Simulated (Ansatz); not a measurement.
Take TiC in the rock salt structure (space group Fm-3m, No. 225; a = 4.261 Å; relaxed with 0.1 eV smearing) as the base.

Calculations: LDA (Ansatz, a program for electronic structure), scalar-relativistic without spin-orbit coupling.

For the base:

```
Property    Value
--------  -------
Pressure  0.0 GPa
Band gap     zero
```

Now apply this change: the cell is scaled by 0.9800 in all directions, atoms relaxed at fixed cell.

### Question
What happens to the pressure, energy relative to the base and band gap?

### Answer
The pressure goes from zero to 19.3 GPa; the energy goes up by 33 meV/atom; the band gap stays zero.

The cells carry an imposed strain or load. Whether these cells are dynamically stable was not tested. All final runs are without spin polarisation.
